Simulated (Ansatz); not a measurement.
## Response to strain in Mo

The parent structure is Mo in the bcc (W type) structure (space group Im-3m, No. 229; a = 3.1300 Å; relaxed with 0.1 eV smearing).

Strains are applied to the cell and any free atomic positions relax.

Method: PBEsol (Ansatz, a quantum-chemistry and plane-wave program, PAW, spin-orbit coupling left out).

Notes on the quantities. energy relative to the base: free energy F.

| case | pressure | energy relative to the base | volume per atom |
|---|---|---|---|
| base | 0.0 GPa | 0 meV/atom | 15.33 Å³ |
| isotropic strain −3.00 % | 30.8 GPa | +119 meV/atom | 13.99 Å³ |
| isotropic strain −1.50 % | 13.9 GPa | +28 meV/atom | 14.65 Å³ |
| isotropic strain −1.00 % | 9.0 GPa | +12 meV/atom | 14.88 Å³ |
| isotropic strain −0.50 % | 4.3 GPa | +3.1 meV/atom | 15.10 Å³ |
| isotropic strain +0.50 % | -4.1 GPa | +3.0 meV/atom | 15.56 Å³ |
| isotropic strain +1.50 % | -11.4 GPa | +26 meV/atom | 16.03 Å³ |
| isotropic strain +2.00 % | (withheld) | (withheld) | 16.27 Å³ |
| isotropic strain +2.50 % | -17.7 GPa | +70 meV/atom | 16.51 Å³ |
| isotropic strain +3.00 % | -20.6 GPa | +99 meV/atom | 16.75 Å³ |

Q: Complete the table.

A: 
- isotropic strain +2.00 %, pressure: -14.7 GPa
- isotropic strain +2.00 %, energy relative to the base: +45 meV/atom

Whether these cells are dynamically stable was not tested. The final runs are not spin-polarised.
